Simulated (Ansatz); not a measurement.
The reference is CdS in the wurtzite structure (space group P6_3mc, No. 186; a = 4.123 Å, c = 6.711 Å). Axes: x lies along a and z along c of the hexagonal cell.

Method: PBEsol/PAW in Ansatz (an electronic-structure program), no spin-orbit coupling.

Strains are applied to the cell and any free atomic positions relax; under biaxial strain the out-of-plane vector relaxes too; under stress the whole cell relaxes.

One change was made to it. Results:

| quantity | base | after |
|---|---|---|
| valence-band top at Γ (three highest levels, from the VBM) | 0.00, 0.00, -0.05 eV | 0.00, 0.00, -0.12 eV |
| gap character | direct at Γ | direct at Γ |
| band gap | 1.09 eV | 1.04 eV |

Q: Name the change that was made.
(A) uniaxial strain ε_yy = −1.19 %
(B) uniaxial stress, 1 GPa tension along z
(C) biaxial strain +0.79 %, plane normal [001], relaxed out of plane

A: B, uniaxial stress, 1 GPa tension along z. For comparison, the band gap in the other runs: biaxial strain +0.79 %, plane normal [001], relaxed out of plane gives 1.10 eV; uniaxial strain ε_yy = −1.19 % gives 1.09 eV.

Stability under load was not tested beyond the relaxation. k-point labels follow each cell's own Brillouin zone.
